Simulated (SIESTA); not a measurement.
Worked example: self-consistent single point of Ag2O (Pn-3m, 6 atoms in the cell) in SIESTA.

Level of theory: LDA PW92, numerical atomic orbitals DZP, PseudoDojo LDA standard norm-conserving potentials (rewritten from UPF to PSML) run with SIESTA.

```xyz
6
Lattice="4.8435 0.0000 0.0000 0.0000 4.8435 0.0000 0.0000 0.0000 4.8435" Properties=species:S:1:pos:R:3 pbc="T T T"
Ag     3.6326     1.2109     3.6326
Ag     1.2109     3.6326     3.6326
Ag     3.6326     3.6326     1.2109
Ag     1.2109     1.2109     1.2109
O      0.0000     0.0000     0.0000
O      2.4218     2.4218     2.4218
```

Reference input (self-consistent single point, DFT, GGA PBE, numerical atomic orbitals DZP, PseudoDojo PBE standard norm-conserving potentials (rewritten from UPF to PSML)): XC.functional = GGA; XC.authors = PBE; potentials = PseudoDojo PBE standard; PAO.BasisSize = DZP; PAO.EnergyShift = 0.01 Ry; MeshCutoff = 400 Ry; kgrid.MonkhorstPack = 5 5 5; OccupationFunction = FD; ElectronicTemperature = 580.23 K; MaxSCFIterations = 150; SCF.Mixer.Method = Pulay; SCF.Mixer.Weight = 0.2. This run's input differs from it in these lines:

```diff
@@ -1,2 +1,2 @@
-# files in the folder: Ag.psml O.psml (PseudoDojo PBE standard)
+# files in the folder: Ag.psml O.psml (PseudoDojo LDA standard)
 SystemName  Ag2O
@@ -26,4 +26,4 @@
 
-XC.functional                GGA
-XC.authors                   PBE
+XC.functional                LDA
+XC.authors                   PW92
 PAO.BasisSize                DZP
```

The program printed (abridged):

```
        iscf     Eharris(eV)        E_KS(eV)     FreeEng(eV)     dDmax    Ef(eV) dHmax(eV)
   scf:    1   -17647.565913   -17720.118967   -17720.129868  0.826045 -1.333397 17.922880
   scf:    2   -17774.267311   -17754.558238   -17754.562050  0.448951 -2.896143  5.412171
   scf:    3   -17758.487363   -17757.136293   -17757.139259  0.172778 -3.538992  1.135031
   scf:    4   -17757.251862   -17757.261673   -17757.264537  0.079455 -3.844676  0.266312
   scf:    5   -17757.240355   -17757.251539   -17757.254397  0.008141 -3.869549  0.387931
   [... 2 lines left out ...]
   scf:    8   -17757.274648   -17757.274623   -17757.277534  0.001357 -3.807064  0.007683
   scf:    9   -17757.274629   -17757.274626   -17757.277537  0.000132 -3.806597  0.004870
   scf:   10   -17757.274629   -17757.274628   -17757.277540  0.000192 -3.806106  0.000016
   scf:   11   -17757.274628   -17757.274628   -17757.277540  0.000001 -3.806105  0.000004
SCF Convergence by DM+H criterion
max |DM_out - DM_in|         :     0.0000008793
max |H_out - H_in|      (eV) :     0.0000043696
SCF cycle converged after 11 iterations

Using DM_out to compute the final energy and forces

siesta: E_KS(eV) =           -17757.2746

siesta: E_KS - E_eggbox =    -17757.2746

siesta: Atomic forces (eV/Ang):
     1    0.000000   -0.000000    0.000000
     2   -0.000000    0.000000    0.000000
     3    0.000000    0.000000   -0.000000
     4   -0.000000   -0.000000   -0.000000
     5    0.000000    0.000000    0.000000
     6   -0.000000   -0.000000   -0.000000
   Tot   -0.000000   -0.000000   -0.000000
   Max    0.000000
   Res    0.000000    sqrt( Sum f_i^2 / 3N )
   Max    0.000000    constrained

   [... lines left out ...]
siesta: FreeEng =    -17757.277540
siesta: Cell volume =        113.627458 Ang**3
siesta:        -127.50051085       -127.50051398  kBar
   [... lines left out ...]
              0.011   0.011   0.010   0.011   0.010

mulliken: Qtot =       88.000

Mulliken Atomic Populations:
Atom #   charge [q] valence [e]  Species
     1     0.230817   18.769183  Ag
     2     0.230817   18.769183  Ag
     3     0.230817   18.769183  Ag
     4     0.230817   18.769183  Ag
     5    -0.461635    6.461635  O
     6    -0.461635    6.461635  O
 Total     0.000000
```

The run converged in 11 iterations. Against the reference run the pressure goes from -4.16 to -12.75 GPa.

The starting cell has typed, rounded lattice constants, without a prior relaxation at this level. Its lattice was rescaled by a random factor within 2.5 % of one. Values carry the incompleteness of an atom-centred basis. With a pressure of about -13 GPa the cell is away from its equilibrium volume at this level. The run gives no clean gap (levels at the Fermi energy touch, overlap or are partly filled at this smearing), which alone does not show that the compound is a metal.
